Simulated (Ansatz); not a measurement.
The reference is TlBr in the zinc blende structure (space group F-43m, No. 216; a = 7.5038 Å; a hypothetical phase, not in the database extracts checked).

Method: PBE/PAW in Ansatz (a quantum-chemistry and plane-wave program), no spin-orbit coupling, earlier PAW set.

For the base:

The valley order is X along ⟨100⟩ 2.96 eV; a point along ⟨110⟩, about 0.4 Å⁻¹ from Γ 3.80 eV; a point along ⟨111⟩, about 0.4 Å⁻¹ from Γ 3.86 eV.

Now apply this change: 0.317 holes added to each cell, a density of 3.0×10^21 cm⁻³, with a uniform compensating background at fixed cell and a 300 K Fermi–Dirac width.

Problem. How does this affect the valley order and Fermi level from band edge?

Solution. The valley order (the lowest conduction-band minima on the path, energy above the VBM, named in the base's zone) goes from X along ⟨100⟩ 2.96 eV; a point along ⟨110⟩, about 0.4 Å⁻¹ from Γ 3.80 eV; a point along ⟨111⟩, about 0.4 Å⁻¹ from Γ 3.86 eV to X along ⟨100⟩ 3.31 eV; a point along ⟨110⟩, about 0.4 Å⁻¹ from Γ 4.12 eV; a point along ⟨111⟩, about 0.4 Å⁻¹ from Γ 4.17 eV; the Fermi level relative to the doped band's edge (positive inside the band; to 0.05 eV) amounts to +0.10 eV.

Carriers are added with a uniform compensating background; total energy and stress of such cells depend on the potential's zero and are not compared; many-body gap narrowing is missing at this level. With Tl present, leaving out spin-orbit coupling can change the band edges. The levels and masses belong to the bands next to the band gap. Stability against distortions was not tested.
